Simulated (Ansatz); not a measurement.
GaP (F-43m) under uniaxial stress along [110] (compression positive): hole conductivity mass by PBEsol with spin-orbit coupling, rigid bands (plane waves, PAW; Ansatz, a program for electronic structure). The unloaded cell, whose axes the loads refer to:

```yaml
crystal:
  lattice:
    - [0.00000, 2.71922, 2.71922]
    - [2.71922, 0.00000, 2.71922]
    - [2.71922, 2.71922, 0.00000]
  atoms:
    - { symbol: Ga, position: [0.00000, 0.00000, 0.00000] }
    - { symbol: P, position: [0.25000, 0.25000, 0.25000] }
```

```csv
uniaxial stress along [110] (compression positive) (GPa),volume per atom (Å³),hole conductivity mass (mₑ)
-2,20.27,?
0,20.11,0.478
1,20.03,0.413
2,19.95,0.330
```

**Question.** Fit a straight line to ln(hole conductivity mass) against the load over the rows given, and predict the row at -2 GPa.

**Answer.** The means are x̄ = 1.000 GPa and ȳ = -0.9104; Σ(x − x̄)(y − ȳ) = -0.3705 and Σ(x − x̄)² = 2.000, so the slope is -18.5 % per GPa, and the rows given lie within 2.6 % of the line. At -2 GPa the line gives 0.701 mₑ; the calculation gives 0.447 mₑ, 57 % from it, so the trend bends or changes character over this range.

Masses are for dilute carriers at 300 K, harmonic means over directions unless an axis is named. Stresses and pressures are the targets of the relaxation. The structure type is held at every load. Geometry: cell and atoms relaxed with PBEsol.
